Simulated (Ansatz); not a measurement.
The starting structures come from a database of crystals and need not be the phases stable at ambient conditions.

Inside the gap of an insulator the Bloch states are evanescent, with a wavenumber k + iκ along the transport direction.

Consider the following.

```yaml
crystal:
  lattice:
    - [6.73097, 0.03246, 0.10186]
    - [-2.02875, 6.64537, -0.09001]
    - [3.02631, -2.14037, 5.28565]
  atoms:
    - { symbol: W, position: [0.00000, 0.00000, 0.20580] }
    - { symbol: W, position: [0.00000, 0.00000, 0.79420] }
    - { symbol: Cl, position: [0.21285, 0.84554, 0.31634] }
    - { symbol: Cl, position: [0.78715, 0.15446, 0.68366] }
    - { symbol: Cl, position: [0.25460, 0.81566, 0.78053] }
    - { symbol: Cl, position: [0.74540, 0.18434, 0.21947] }
    - { symbol: Cl, position: [0.75050, 0.69490, 0.21047] }
    - { symbol: Cl, position: [0.24950, 0.30510, 0.78953] }
    - { symbol: Cl, position: [0.24950, 0.30510, 0.26608] }
    - { symbol: Cl, position: [0.75050, 0.69490, 0.73392] }
```

The cell was relaxed by PBE-D3(BJ).

Transport runs along the normal of the first two printed cell vectors.

The gap is the functional's own. No spin-orbit coupling. Mid-gap values are those at the computed energy nearest the middle.

Question: Give the band gap and the smallest decay constant κ at mid-gap that r2SCAN (Ansatz, an electronic-structure program) yields.

Answer: Gap 0.37 eV on a 6×6×6 mesh; κ = 0.243 1/Å, at (-0.333, 0.333) of the in-plane reciprocal vectors. At the zone centre the slowest state has κ = 0.34 1/Å.
